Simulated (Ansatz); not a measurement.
KZnF3: biaxial strain +3.00 %, plane normal [001], relaxed out of plane

The parent structure is KZnF3 in the cubic perovskite structure (space group Pm-3m, No. 221; a = 4.052 Å). Axes: x, y, z lie along the cube axes.

Modification: biaxial strain +3.00 %, plane normal [001], relaxed out of plane (Cartesian); in-plane vectors clamped, the third vector and the atoms free.

Level of theory: Kohn–Sham DFT with the PBEsol functional, run in Ansatz (a program for electronic structure) with PAW and 420 eV plane waves, no spin-orbit coupling. k-mesh 8×8×8 (Γ-centred); smearing 0.05 eV (Fermi–Dirac).

```tsv
quantity	base	changed	shift
volume per atom	13.31 Å³	13.82 Å³	+0.515 Å³
energy relative to the base (free energy F)	0 meV/atom	+10 meV/atom	+10 meV/atom
pressure (mean of the normal stresses, compression positive)	0.01 GPa	-2.50 GPa	-2.51 GPa
band gap	3.71 eV	3.49 eV	-0.214 eV
gap character	–	indirect, A → Γ	–
smallest direct gap	5.52 eV	5.19 eV	-0.33 eV
electron mass	0.44 mₑ (at Γ)	0.44 mₑ (at Γ)	–
hole mass	–	0.58 mₑ out of plane, 1.9 mₑ in plane (at R)	–
out-of-plane strain	–	-2.09 %	–
ratio −ε⊥/ε∥	–	0.70	–
mean in-plane stress (compression positive)	–	-3.8 GPa	–
```

Masses are band curvatures over ±0.01 Å⁻¹ around the edge. Stability against distortions was not tested. Many cubic perovskites are stable only at high temperature; tilts and polar distortions were not tested. Labels are those of the standard path for the cell's own space group.
